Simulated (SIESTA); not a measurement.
## SIESTA run on NbPb3 (Pm-3m, 4 atoms in the cell): self-consistent single point

Level of theory: GGA PBE, numerical atomic orbitals DZP, PseudoDojo PBE standard norm-conserving potentials (rewritten from UPF to PSML) in SIESTA.

The input file:

```
# files in the folder: Pb.psml Nb.psml (PseudoDojo PBE standard)
SystemName  NbPb3
SystemLabel nbpb3

NumberOfAtoms                4
NumberOfSpecies              2
%block ChemicalSpeciesLabel
  1 82 Pb
  2 41 Nb
%endblock ChemicalSpeciesLabel
LatticeConstant              4.733181 Ang
%block LatticeVectors
     1.000000000    0.000000000    0.000000000
     0.000000000    1.000000000    0.000000000
     0.000000000    0.000000000    1.000000000
%endblock LatticeVectors
AtomicCoordinatesFormat      ScaledCartesian
%block AtomicCoordinatesAndAtomicSpecies
     0.000000000    0.500000000    0.500000000  1
     0.500000000    0.500000000    0.000000000  1
     0.500000000    0.000000000    0.500000000  1
     0.000000000    0.000000000    0.000000000  2
%endblock AtomicCoordinatesAndAtomicSpecies

XC.functional                GGA
XC.authors                   PBE
PAO.BasisSize                DZP
PAO.EnergyShift              0.01 Ry
MeshCutoff                   400 Ry
%block kgrid.MonkhorstPack
    9   0   0  0.5
    0   9   0  0.5
    0   0   9  0.5
%endblock kgrid.MonkhorstPack
OccupationFunction           FD
ElectronicTemperature        100.0 meV

MaxSCFIterations             150
SCF.Mixer.Method             Pulay
SCF.Mixer.Weight             0.2
SCF.Mixer.History            6
SCF.DM.Tolerance             1.0E-04
Diag.ParallelOverK           true
WriteForces                  true
```

The program printed (abridged):

```
reinit: Reading from file input.fdf

reinit: System Name: NbPb3
reinit: System Label: nbpb3

coor:   Atomic-coordinates input format  =     Cartesian coordinates
coor:                                          (in units of alat)

siesta: Atomic coordinates (Bohr) and species
siesta:      0.00000   4.47221   4.47221  1        1
siesta:      4.47221   4.47221   0.00000  1        2
siesta:      4.47221   0.00000   4.47221  1        3
siesta:      0.00000   0.00000   0.00000  2        4

siesta: System type = bulk

initatomlists: Number of atoms, orbitals, and projectors:      4    73    96

siesta: ******************** Simulation parameters ****************************
redata: Spin configuration                          = none
redata: Time-Reversal Symmetry                      = T
redata: Number of Atomic Species                    =        2
redata: Mesh Cutoff                                 =   400.0000 Ry
redata: Net charge of the system                    =     0.0000 |e|
redata: Min. number of SCF Iter                     =        0
redata: Max. number of SCF Iter                     =      150
redata: SCF convergence failure will abort job
redata: SCF mix quantity                            = Hamiltonian
redata: Mix DM or H after convergence               =   F
redata: Recompute H after scf cycle                 =   F
redata: Mix DM in first SCF step                    =   T
redata: No kicks to SCF
redata: DM Mixing Weight for Kicks                  =     0.5000
redata: Require Harris convergence for SCF          =   F
redata: Harris energy tolerance for SCF             =     0.000100 eV
redata: Require DM convergence for SCF              =   T
redata: DM tolerance for SCF                        =     0.000100
redata: Require EDM convergence for SCF             =   F
redata: EDM tolerance for SCF                       =     0.001000 eV
redata: Require H convergence for SCF               =   T
redata: Hamiltonian tolerance for SCF               =     0.001000 eV
redata: Require (free) Energy convergence for SCF   =   F
redata: (free) Energy tolerance for SCF             =     0.000100 eV
redata: Using DFT-D3 dispersion                     =   F
redata: Using Saved Data (generic)                  =   F
redata: Method of Calculation                       = Diagonalization
redata: Electronic Temperature                      =  1160.4518 K
redata: Number of TDED substeps                     =        3
redata: Dynamics option                             = Single-point calculation
redata: Save all siesta data in one NC              =   F
redata: ***********************************************************************

%block SCF.Mixers
  Pulay
%endblock SCF.Mixers

%block SCF.Mixer.Pulay
  # Mixing method
  method pulay
  variant stable

  # Mixing options
  weight 0.2000
  weight.linear 0.2000
  history 6
%endblock SCF.Mixer.Pulay

DM_history_depth set to one: no extrapolation allowed by default for geometry relaxation
Size of DM history Fstack: 1
Total number of electrons:    55.000000
Total ionic charge:    55.000000

* ProcessorY, Blocksize:    1  64

* Orbital distribution balance (max,min):    73    73

k-point displ. along   1 input, could be:     0.50    0.00
k-point displ. along   2 input, could be:     0.50    0.00
k-point displ. along   3 input, could be:     0.50    0.00
 Kpoints in:          405 . Kpoints trimmed:          405

siesta: k-grid: Number of k-points = 405
siesta: k-points from Monkhorst-Pack grid
siesta: k-cutoff (effective) =    21.299 Ang
siesta: k-point supercell and displacements
siesta: k-grid:     9     0     0      0.500
siesta: k-grid:     0     9     0      0.500
siesta: k-grid:     0     0     9      0.500

diag: Algorithm                                     = D&C
diag: Parallel over k                               =   F
diag: Use parallel 2D distribution                  =   F
diag: Parallel block-size                           = 64
diag: Parallel distribution                         =     1 x     1
diag: Used triangular part                          = Lower
diag: Absolute tolerance                            =  0.100E-15
diag: Orthogonalization factor                      =  0.100E-05
diag: Memory factor                                 =  1.0000

superc: Internal auxiliary supercell:     5 x     5 x     5  =     125
superc: Number of atoms, orbitals, and projectors:    500   9125  12000

                        Single-point calculation

superc: Internal auxiliary supercell:     5 x     5 x     5  =     125
superc: Number of atoms, orbitals, and projectors:    500   9125  12000

outcell: Unit cell vectors (Ang):
        4.733181    0.000000    0.000000
        0.000000    4.733181    0.000000
        0.000000    0.000000    4.733181

outcell: Cell vector modules (Ang)   :    4.733181    4.733181    4.733181
outcell: Cell angles (23,13,12) (deg):     90.0000     90.0000     90.0000
outcell: Cell volume (Ang**3)        :    106.0375
new_DM -- step:     1
Initializing Density Matrix...

Attempting to read DM from file... Failed...
DM filled with atomic data:

InitMesh: MESH = 60 x 60 x 60 = 216000
InitMesh: Mesh cutoff (required, used) =   400.000   444.118 Ry

stepf: Fermi-Dirac step function

        iscf     Eharris(eV)        E_KS(eV)     FreeEng(eV)     dDmax    Ef(eV) dHmax(eV)
   scf:    1    -7355.099129    -7381.302075    -7381.394687  0.847817 -1.905703 19.477649
   scf:    2    -7383.886753    -7391.922750    -7392.140390  0.474508 -3.159547  4.256570
   scf:    3    -7393.299568    -7393.495383    -7393.697939  0.177814 -2.821391  2.343599
   scf:    4    -7392.026126    -7393.240779    -7393.468174  0.102857 -3.291274  3.809758
   scf:    5    -7393.997586    -7393.691292    -7393.912517  0.029920 -3.166527  1.749546
   scf:    6    -7393.789954    -7393.813563    -7394.027307  0.032065 -3.058392  0.313493
   scf:    7    -7393.816646    -7393.815241    -7394.029233  0.002708 -3.060402  0.244335
   scf:    8    -7393.815747    -7393.816515    -7394.031492  0.003965 -3.076066  0.003554
   scf:    9    -7393.816533    -7393.816524    -7394.031493  0.000086 -3.075951  0.000953

SCF Convergence by DM+H criterion
max |DM_out - DM_in|         :     0.0000859888
max |H_out - H_in|      (eV) :     0.0009530591
SCF cycle converged after 9 iterations

Using DM_out to compute the final energy and forces

siesta: E_KS(eV) =            -7393.8165

siesta: E_KS - E_eggbox =     -7393.8165

siesta: Atomic forces (eV/Ang):
     1    0.000000   -0.000000    0.000000
     2    0.000000   -0.000000    0.000000
     3    0.000000   -0.000000    0.000000
     4    0.000000   -0.000000   -0.000000
   Tot    0.000000   -0.000000    0.000000
   Max    0.000000
   Res    0.000000    sqrt( Sum f_i^2 / 3N )
   Max    0.000000    constrained

Stress tensor Voigt[x,y,z,yz,xz,xy] (kbar):       -9.43       -9.43       -9.43       -0.00        0.00       -0.00
(Free)E + p*V (eV/cell)    -7393.4077
Target enthalpy (eV/cell)    -7394.0315

siesta: Program's energy decomposition (eV):
siesta: Ebs     =     -1056.634437
siesta: Eions   =      9531.466029
siesta: Ena     =      1332.086194
siesta: Ekin    =      3298.550240
siesta: Enl     =      -618.335762
siesta: Eso     =         0.000000
siesta: Edftu   =         0.000000
siesta: DEna    =        69.455328
siesta: DUscf   =         1.943389
siesta: DUext   =         0.000000
siesta: Ex      =     -1818.234277
siesta: Ec      =      -127.815607
siesta: Exc     =     -1946.049884
siesta: Eharris =     -7393.816533
siesta: Etot    =     -7393.816524
siesta: FreeEng =     -7394.031493

siesta: Stress tensor (static) (eV/Ang**3):
siesta:    -0.005883   -0.000000    0.000000
siesta:    -0.000000   -0.005883   -0.000000
siesta:     0.000000   -0.000000   -0.005883

siesta: Cell volume =        106.037465 Ang**3

siesta: Pressure (static):
siesta:                Solid            Molecule  Units
siesta:           0.00006407          0.00006407  Ry/Bohr**3
siesta:           0.00588309          0.00588309  eV/Ang**3
siesta:           9.42575483          9.42575483  kBar
```

The run converged in 9 iterations.

The starting cell was generated: these elements placed on a structure prototype, without a prior relaxation; it need not be a known phase or ordering of this composition. Spin polarisation is off. Values carry the incompleteness of an atom-centred basis.

Cost on one core of a shared machine: roughly 60 s.
